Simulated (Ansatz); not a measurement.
The reference is PbS in the rock salt structure (space group Fm-3m, No. 225; a = 5.975 Å).

The values are results of r2SCAN in Ansatz (plane waves to 500 eV, PAW, spin-orbit coupling left out), not measurements.

Strains are applied to the cell and any free atomic positions relax.

One change was made to it. Results:

The energy grows by 1.1 meV/atom; the width of the top valence band drops by 0.12 eV (3.46 eV → 3.34 eV); the valley order (the lowest conduction-band minima on the path, energy above the VBM, named in the base's zone) goes from L along ⟨111⟩ 0.69 eV; a point along ⟨110⟩, about 0.6 Å⁻¹ from Γ 1.58 eV to L along ⟨111⟩ 0.75 eV; a point along ⟨110⟩, about 0.6 Å⁻¹ from Γ 1.62 eV.

### Question
What was done to the base?
A. isotropic strain +1.00 %
B. isotropic strain +1.50 %
C. isotropic strain +0.50 %

### Answer
C, isotropic strain +0.50 %. For comparison, the valley order in the other runs: isotropic strain +1.50 % gives L along ⟨111⟩ 0.84 eV; a point along ⟨110⟩, about 0.6 Å⁻¹ from Γ 1.69 eV; isotropic strain +1.00 % gives L along ⟨111⟩ 0.80 eV; a point along ⟨110⟩, about 0.6 Å⁻¹ from Γ 1.66 eV.

Spin-orbit coupling, missing from the scalar runs, can matter with Pb. The levels and masses belong to the bands next to the band gap. Stability against distortions was not tested.

Ansatz is a program for electronic structure.
